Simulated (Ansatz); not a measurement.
## HgSe: pressure series

Consider HgSe in the zinc blende structure (space group F-43m, No. 216; a = 6.2596 Å).

Cell and atoms are relaxed at each pressure.

Method: Ansatz (a quantum-chemistry and plane-wave program), PBE, PAW, cutoff 420 eV, no spin-orbit coupling, earlier PAW set.

Notes on the quantities. enthalpy: H = E + PV relative to the base's energy.

```tsv
case	shortest interatomic distance	enthalpy
base	2.710 Å	–
pressure −2 GPa	2.760 Å	-0.39 eV/atom
pressure −1 GPa	2.734 Å	-0.19 eV/atom
pressure 0.9 GPa	2.693 Å	+0.17 eV/atom
pressure 2.1 GPa	2.671 Å	+0.39 eV/atom
pressure 4.5 GPa	2.635 Å	+0.82 eV/atom
pressure 9 GPa	(withheld)	+1.59 eV/atom
pressure 15 GPa	2.528 Å	+2.55 eV/atom
pressure 22.5 GPa	2.478 Å	+3.68 eV/atom
pressure 30 GPa	2.438 Å	+4.75 eV/atom
```

### Question
Fill in the withheld entries from the trend.

### Answer

- pressure 9 GPa, shortest interatomic distance: 2.582 Å

Load acts through the strain it causes; cell and atoms are relaxed under it. Stability against distortions was not tested. Tetrahedral semiconductors of this kind turn to denser phases somewhere between about 1 and 50 GPa; those were not computed, so compressed cells here can lie past the real transition. All final runs are without spin polarisation.
